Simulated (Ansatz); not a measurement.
The parent structure is CdF₂ in the fluorite structure (space group Fm-3m, No. 225; a = 5.384 Å). Axes: x, y, z lie along the cube axes.

The values are results of PBEsol in Ansatz (plane waves to 420 eV, PAW, without spin-orbit coupling), not measurements.

Before the change:

Pressure: 0.0 kbar
Band gap: 2.94 eV

The change: biaxial strain +1.50 %, plane normal [001], relaxed out of plane (Cartesian); in-plane vectors clamped, the third vector and the atoms free.

### Question
How does this affect the pressure?

### Answer
The pressure (mean of the normal stresses, compression positive) goes from zero to -19.3 kbar.

### Question
What happens to the band gap?

### Answer
The band gap drops by 0.09 eV (2.94 eV → 2.85 eV).

### Question
How does this affect the ratio −ε⊥/ε∥?

### Answer
The ratio −ε⊥/ε∥ comes out as 0.74.

Stability against distortions was not tested.

Ansatz is a first-principles code.
